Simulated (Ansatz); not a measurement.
**A computed series for ZnO: pressure series**

The parent structure is ZnO in the wurtzite structure (space group P6_3mc, No. 186).

```yaml
crystal:
  lattice:
    - [3.23517, 0.00000, 0.00000]
    - [-1.61758, 2.80174, 0.00000]
    - [0.00000, 0.00000, 5.21147]
  atoms:
    - { symbol: Zn, position: [0.66667, 0.33333, 0.00241] }
    - { symbol: Zn, position: [0.33333, 0.66667, 0.50241] }
    - { symbol: O, position: [0.66667, 0.33333, 0.62279] }
    - { symbol: O, position: [0.33333, 0.66667, 0.12279] }
```

Cell and atoms are relaxed at each pressure.

The values are results of r2SCAN, PAW, 500 eV (Ansatz, a program for electronic structure; spin-orbit coupling left out), not measurements.

```csv
P (GPa),V (Å³/atom)
-1.99,11.972
-1.00,11.889
0.30,11.786
0.70,11.755
1.50,11.694
3.00,11.585
5.00,11.447
7.50,11.287
10.00,11.137
```

Question: Fit a third-order Birch–Murnaghan equation of state.

Answer: Least squares on P(V) = (3B₀/2)[(V₀/V)^(7/3) − (V₀/V)^(5/3)]·[1 + (3/4)(B₀′ − 4)((V₀/V)^(2/3) − 1)] gives V₀ = 11.81 Å³/atom, B₀ = 150 GPa and B₀′ = 4.4.

Measured bulk modulus of ZnO: 143 GPa (temperature not stated; as listed in Cormac Toher et al., Physical Review Materials (2017)); the computed value is for a static lattice, so the two differ by thermal effects too.

Between the base and pressure 10 GPa the gap moves from 1.24 eV to 1.32 eV, a mean slope of 8.7 meV/GPa.

Load acts through the strain it causes; cell and atoms are relaxed under it. Stability against distortions was not tested. Measured, ZnO leaves this structure (for rock salt) near 9.1 GPa (temperature not stated; as listed in Datta, Sujoy, Jana, Debnarayan, arXiv (2020)), on rising pressure, with hysteresis.
